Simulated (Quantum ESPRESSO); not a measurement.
Input and output of a self-consistent single point for NaH (Fm-3m, 2 atoms in the cell) (Quantum ESPRESSO).

Level of theory: PBE, PseudoDojo standard norm-conserving (PBE) pseudopotentials (plane waves; Quantum ESPRESSO 7.5).

```xyz
2
Lattice="-2.3843 0.0000 2.3843 0.0000 2.3843 2.3843 -2.3843 2.3843 0.0000" Properties=species:S:1:pos:R:3 pbc="T T T"
Na     0.0000     0.0000     0.0000
H     -2.3843     2.3843     2.3843
```

Reference input (self-consistent single point, DFT, PBE, plane waves, PseudoDojo standard norm-conserving (PBE) pseudopotentials): ecutwfc = 90 Ry; occupations = smearing; smearing = gaussian; degauss = 0.00147 Ry; potentials = {Na: Na.upf, H: H.upf}; K_POINTS = automatic 10 10 10 0 0 0; conv_thr = 1e-10 Ry. This run's input differs from it in these lines:

```diff
@@ -13,3 +13,3 @@
     ntyp = 2
-    ecutwfc = 90
+    ecutwfc = 63
     occupations = 'smearing'
```

The program printed (abridged):

```
     Self-consistent Calculation

     iteration #  1     ecut=    63.00 Ry     beta= 0.70

     Threshold (ethr) on eigenvalues was too large:
     Diagonalizing with lowered threshold

     total energy              =     -92.59428580 Ry
     estimated scf accuracy    <       0.09236054 Ry

     iteration #  2     ecut=    63.00 Ry     beta= 0.70

     total energy              =     -92.60812968 Ry
     estimated scf accuracy    <       0.00121288 Ry

     iteration #  3     ecut=    63.00 Ry     beta= 0.70

     total energy              =     -92.60834901 Ry
     estimated scf accuracy    <       0.00006241 Ry

   [... 2 blocks of this kind left out ...]

     iteration #  6     ecut=    63.00 Ry     beta= 0.70

     total energy              =     -92.60835993 Ry
     estimated scf accuracy    <          4.2E-10 Ry

     iteration #  7     ecut=    63.00 Ry     beta= 0.70
     End of self-consistent calculation

     the Fermi energy is     2.8592 ev

!    total energy              =     -92.60835993 Ry
     estimated scf accuracy    <          2.8E-11 Ry
     smearing contrib. (-TS)   =      -0.00000000 Ry
     internal energy E=F+TS    =     -92.60835993 Ry

     convergence has been achieved in   7 iterations

     Forces acting on atoms (cartesian axes, Ry/au):

     atom    1 type  1   force =     0.00000000    0.00000000   -0.00000000
     atom    2 type  2   force =    -0.00000000    0.00000000   -0.00000000

     Total force =     0.000000     Total SCF correction =     0.000000

          total   stress  (Ry/bohr**3)                   (kbar)     P=     -102.02
  -0.00069354   0.00000000   0.00000000         -102.02        0.00        0.00
   0.00000000  -0.00069354  -0.00000000            0.00     -102.02       -0.00
   0.00000000  -0.00000000  -0.00069354            0.00       -0.00     -102.02

   JOB DONE.
```

The run converged in 7 iterations. Against the reference run the free energy rises by 98.9 meV/atom, the pressure goes from 1.03 to -10.20 GPa and the gap on the mesh moves little (3.852 to 3.846 eV).

The starting cell comes from a database of computed structures (which also holds hypothetical and non-ambient phases and stackings), without a prior relaxation at this level. Its lattice was rescaled by a random factor within 2.5 % of one. At the lowered cutoff the pressure carries the error of an incomplete plane-wave basis.
